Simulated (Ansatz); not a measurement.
For W2C (P-3m1, No. 164, 3 atoms in the cell; start mp-1008625), PBE in Ansatz (PAW) gives:

| Quantity | Result |
|---|---|
| lattice parameter a | 3.061 Å |
| lattice parameter c | 4.678 Å |

Q: What does HSE06 in Ansatz (PAW) give for the same quantities?

A: 
- lattice constant a: 3.042 Å (decreases by 0.6 %)
- lattice parameter c: 4.630 Å (decreases by 1.0 %)

Changes are worked out from the printed values.

Unless a cell is named, each level is at its own relaxed cell (PBE 12.65, HSE06 12.37 Å³/atom).

Levels without +SOC leave out spin–orbit coupling, which shifts energies and cells of such heavy elements.

Caveats: exact exchange on metals is sensitive to the k mesh and can open a false gap (HSE06); the relaxation could not lower the start's symmetry, so the cell can be a saddle point above a distorted one (PBE, HSE06); the run warned that the count of filled bands differs between k points (HSE06). Ansatz's density-functional and Hartree–Fock values are scalar-relativistic unless marked +SOC, with PAW data made under PBE.

A start named mp-… is a Materials Project structure, which need not be a measured phase.

Ansatz is a first-principles code.
